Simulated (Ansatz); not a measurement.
Here is the system:

```
CELL_PARAMETERS angstrom
      4.15488     0.00000     0.00000
      0.00000     4.15488     0.00000
      0.00000     0.00000     2.58161
ATOMIC_POSITIONS crystal
  Si 0.00000 0.00000 0.00000
  Si 0.50000 0.50000 0.50000
  O  0.30524 0.30524 0.00000
  O  0.80524 0.19476 0.50000
  O  0.19476 0.80524 0.50000
  O  0.69476 0.69476 0.00000
```

No spin polarisation.

Calculations: DFT with LDA, PAW potentials and a 420 eV plane-wave cutoff in Ansatz (a quantum-chemistry and plane-wave program), scalar-relativistic without spin-orbit coupling. Γ-centred 8×8×12 mesh, Fermi–Dirac width 0.05 eV.

**Question.** Predict the band gap, gap character and electron mass.

**Answer.** The band gap is 6.45 eV and the gap character is direct at Γ. The electron mass is 0.46 mₑ along z, 0.55 mₑ across (at Γ).

The cells carry an imposed strain or load. Effective masses come from finite differences of ±0.01 Å⁻¹. Stability against distortions was not tested. The cell was made from SiO2 in the rutile structure (space group P4_2/mnm, No. 136) by this change: uniaxial strain ε_zz = −3.00 %.
